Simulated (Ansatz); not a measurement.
Ansatz (a program for electronic structure) run on LaPt (Cm, 4 atoms in the cell): self-consistent single point

Method of the run: LDA (PW92), default PAW files made with PBE (plane waves; Ansatz).

Input:

Ansatz 0.2 input:
```yaml
crystal:
  lattice:
    - [2.002468, -5.610830, 0.000000]
    - [2.002468, 5.610830, 0.000000]
    - [0.000000, 0.000000, 4.569042]
  atoms:
    - { symbol: La, position: [0.864380, 0.135620, 0.760943] }
    - { symbol: La, position: [0.135620, 0.864380, 0.250000] }
    - { symbol: Pt, position: [0.591200, 0.408800, 0.750000] }
    - { symbol: Pt, position: [0.408800, 0.591200, 0.250000] }
basis:
  ecutwfc: 420.0
kpoints:
  mp_grid: { grid: [7, 7, 5] }
hamiltonian:
  xc: lda
  pseudopotentials: { kind: paw }
scf:
  occupations: { method: gaussian, width: 0.1 }
output:
  forces: true
  eigenvalues: true
  stress: true
```

The program printed (abridged):

```
WARN ansatz: RAYON_NUM_THREADS=1 ignored (pool sized by the plan → 1); use --threads N
Pseudopotentials: kind: paw
Pseudopotential: La, paw, valence charge 11
Pseudopotential: Pt, paw, valence charge 18
Crystal: 4 atoms, lattice volume = 102.671 Å³
Basis set: ecut = 420 eV, 2023 PW (Γ)
Bands: 35, of which v1, the nominal top of the filled ones, is band 29 counted from 1 (28 counted from 0)
Symmetry: 2 space group operations
Space group: Cm (ITA 8), of the structure as read, at distance tolerance 4.7e-5 Å
k-points: 72 of 245 (time reversal used)
PAW frozen core: La, regenerated for the run's functional, and the local potential with it
PAW frozen core: Pt, regenerated for the run's functional, and the local potential with it
Initial density: superposition of atomic densities (neutral atoms: chi_scale 0, normalization atom), corrected by the library's trained network
Initial wavefunctions: pseudopotential atomic-orbital guess
Eigensolver: davidson
Functional: x = slater, c = lda
SCF iter   1: F=—  HF=-36646.565685 eV  |F-HF|=—  |Δ(HF+E_count)|=         —  Δρ=5.11e-3  dr2=2.08e-2  ethr=1.77e-3  ⟨swp⟩=7.1  Hψ=11156  notcnv=0
all-band conjugate gradients solve this SCF's bands
preconditioner: auto → Kerker (q_TF=auto, 2.481 Å⁻¹)
SCF iter   2: F=—  HF=-36646.562083 eV  |F-HF|=—  |Δ(HF+E_count)|=   3.60e-3  Δρ=2.55e-3  dr2=5.65e-3  ethr=3.59e-5  ⟨swp⟩=3.2  Hψ=5417  notcnv=0  defer=77
SCF iter   3: F=—  HF=-36646.561107 eV  |F-HF|=—  |Δ(HF+E_count)|=   9.76e-4  Δρ=8.87e-4  dr2=1.19e-3  ethr=9.75e-6  ⟨swp⟩=2.1  Hψ=3392  notcnv=0  defer=77
SCF iter   4: F=—  HF=-36646.560877 eV  |F-HF|=—  |Δ(HF+E_count)|=   2.30e-4  Δρ=2.29e-4  dr2=1.12e-4  ethr=2.06e-6  ⟨swp⟩=2.5  Hψ=3947  notcnv=0  defer=77
SCF iter   5: F=—  HF=-36646.560854 eV  |F-HF|=—  |Δ(HF+E_count)|=   2.31e-5  Δρ=5.11e-5  dr2=5.83e-6  ethr=1.93e-7  ⟨swp⟩=2.5  Hψ=3932  notcnv=0  defer=77
SCF iter   6: F=—  HF=-36646.560857 eV  |F-HF|=—  |Δ(HF+E_count)|=   2.54e-6  Δρ=1.69e-5  dr2=3.96e-7  ethr=1.00e-8  ⟨swp⟩=2.1  Hψ=4135  notcnv=0  defer=77
SCF iter   7: F=-36646.560857 eV  HF=-36646.560857 eV  |F-HF|=2.22e-8  |Δ(HF+E_count)|=   2.42e-8  Δρ=5.22e-6  dr2=3.56e-8  ethr=1.72e-10  ⟨swp⟩=15.1  Hψ=14257  notcnv=0
SCF 1 converged in 7 iterations: F = -36646.560857 eV  dr2 = 3.56e-8
SCF converged after 7 iterations
Free energy (F): -36646.560857 eV
Harris-Foulkes:  -36646.560857 eV  (|F-HF|=2.22e-8)
Internal energy: -36646.547719 eV  (E = F + TS)
E sigma→0 (E₀):  -36646.554288 eV
Entropy (-TS):   -0.013138 eV (-3.285 meV/atom)
Fermi energy:    14.419815 eV
--- Per-component energies (eV) ---
  E_band       = -586.916826
  E_kinetic    = 1664.108320
  E_local      = -5358.062232  (includes V_loc(G=0)·N_el)
  E_nonlocal   = 614.113776
  E_hartree    = 2062.118320
  E_xc         = -797.928065
  E_vxc        = -900.800982  (∫ρ·V_xc dr)
  E_paw        = -28846.091163  (= ΣΔE_a)
  E_vpaw       = -730.521197  (= ΣTr[D̂ρ^β])
  E_aug_tail   = 0.000351  (compensation charges beyond the density's cutoff)
  E_ewald      = -5986.380198
  E_core_change = 1.573172  (= ΣΔE_core)
  E_smearing   = -0.013138  (= −TS)
  E_closure    = -0.000000  (closes the sum)
  Σ components = -36646.560857   (vs F -36646.560857, Δ=0.00e0)
--- Forces (eV/Å), atoms counted from 1 ---
  atom   1  La     0.00000000    -0.17187537    -0.18411399
  atom   2  La     0.00000000     0.17475961     0.07263947
  atom   3  Pt     0.00000000     0.01658306     0.03050667
  atom   4  Pt     0.00000000    -0.01951679     0.08097305
  max |Σ_I F_I| component: 4.95e-5 eV/Å
--- Stress (GPa, compression-positive) ---
       -6.279353       0.000000      -0.000000
        0.000000      -7.266157       0.108128
       -0.000000       0.108128      -7.077383
  P = ⅓ Tr σ = -6.8743 GPa (-68.743 kbar)
  The stress holds the Pulay correction. Without it, at fixed plane waves, as pw.x and ABINIT print it: P = -6.8891 GPa
--- Band table (eV; the first three rows and the last of 72) ---
  k-point 0: bands = ["-83.8828", "-83.8787", "-38.0318", "-38.0122", "-37.9909", "-37.9873", "-37.9796", "-37.9794", "-18.1316", "-18.0046", "-2.2181", "-1.9492", "-1.6336", "-1.5296", "-1.5106", "-1.4577", "8.4482", "9.9501", "10.2145", "10.3745", [...]
  k-point 1: bands = ["-83.8826", "-83.8788", "-38.0316", "-38.0159", "-37.9883", "-37.9867", "-37.9799", "-37.9790", "-18.1161", "-18.0130", "-2.1479", "-1.9838", "-1.6363", "-1.6343", "-1.5503", "-1.5302", "8.9119", "10.0326", "10.2286", [...]
  k-point 2: bands = ["-83.8824", "-83.8791", "-38.0305", "-38.0217", "-37.9855", "-37.9851", "-37.9811", "-37.9780", "-18.0792", "-18.0383", "-1.9997", "-1.9653", "-1.8677", "-1.7186", "-1.6260", "-1.5931", "9.9000", "10.2015", "10.6519", [...]
  k-point 71: bands = ["-83.8826", "-83.8788", "-38.0317", "-38.0159", "-37.9882", "-37.9868", "-37.9799", "-37.9791", "-18.0745", "-18.0508", "-2.1651", "-2.0290", "-1.6766", "-1.6636", "-1.5514", "-1.4950", "9.6798", "10.2678", "10.4470", [...]
```

The run converged in 7 iterations.

The starting cell comes from a database of computed structures (which also holds hypothetical and non-ambient phases and stackings), without a prior relaxation at this level. Its lattice was rescaled by up to half a per cent. One atom was moved a little off its site on purpose. Spin-orbit coupling is off. Spin polarisation is off. With a pressure of about -7 GPa the cell is away from its equilibrium volume at this level. Ansatz's pressure includes its estimate of the finite-basis (Pulay) stress.
